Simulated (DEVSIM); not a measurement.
Structure: Ru/SiO2/n-Si capacitor, at 300 K.

Layer 1 from the left is SiO2, thickness (nm) 9.60. Layer 2 from the left is Si, thickness (nm) 4300, Nd (cm⁻³) 1.8e16.

Metal gate on the left, work function 4.7 eV. Fixed charge at the semiconductor interface 2.4e10 cm⁻² (in units of +e); interface traps 4.4e12 cm⁻² eV⁻¹, uniform in energy, neutral level at 0.7 of the gap above the valence band.

This is a model device: material constants are rounded textbook-type values typed into the input, and sizes, dopings and lifetimes were drawn at random. Values at 300 K.

SiO2: gap (eV) 9, affinity (eV) 0.9, permittivity 3.9. Si: gap (eV) 1.124, affinity (eV) 4.05, permittivity 11.7, Nc (cm⁻³) 2.86e19, Nv (cm⁻³) 3.1e19.

DEVSIM, 1D Poisson equation in equilibrium, Boltzmann statistics, complete ionisation; no quantum confinement or tunnelling. Metal contacts follow the ideal Schottky-Mott rule: no Fermi-level pinning, no interface dipoles.

Q: What does the simulation give for the minimum of the low-frequency capacitance, the flat-band voltage?

A: minimum of the low-frequency capacitance 0.244 μF/cm²; flat-band voltage 0.74 V.
